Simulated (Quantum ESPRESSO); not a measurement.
Refining one setting for TaRe (Cmmm, 2 atoms in the cell)

```
TaRe
1.0
    1.59634     2.28932     0.00000
   -1.59634     2.28932     0.00000
    0.00000     0.00000     4.44409
Ta Re
1 1
Direct
  0.50000   0.50000   0.50000
  0.00000   0.00000   0.00000
```

Level of theory: LDA (PW92), PseudoDojo standard norm-conserving (LDA) pseudopotentials (plane waves; Quantum ESPRESSO).

The starting cell comes from a database of computed structures (which also holds hypothetical and non-ambient phases and stackings), without a prior relaxation at this level. Spin polarisation is off. In the base run, with a pressure of about -12 GPa the cell is away from its equilibrium volume at this level.

Held fixed: ecutwfc = 75 Ry; occupations = smearing; smearing = gauss; degauss = 0.0073499 Ry; potentials = {Ta: Ta.upf, Re: Re.upf}; K_POINTS = automatic 8 8 5 0 0 0; mixing_beta = 0.7.

ΔF is the free energy per atom less that of the last row (1e-13 Ry).

The series runs over conv_thr = 0.0001 Ry; 1e-05 Ry; 1e-07 Ry; 1e-09 Ry; 1e-10 Ry; 1e-11 Ry; 1e-13 Ry.

Problem. From which setting on does the pressure stay within 0.05 GPa of the last one?

Solution. From conv_thr = 1e-05 Ry on; the one before it is off by 0.11 GPa. The value it settles on is -12.43 GPa at this level of theory and with the other settings as held.

```
conv_thr   ΔF (meV/atom)  pressure (GPa)  iterations
---------  -------------  --------------  ----------
0.0001 Ry           0.44          -12.32           5
1e-05 Ry            0.00          -12.40           7
1e-07 Ry            0.00          -12.40           7
1e-09 Ry            0.00          -12.43           9
1e-10 Ry            0.00          -12.43          10
1e-11 Ry            0.00          -12.43          10
1e-13 Ry            0.00          -12.43          12
```

Left out of this page: 1 run of the series outside the window shown, repeating another row's setting, or not comparable.
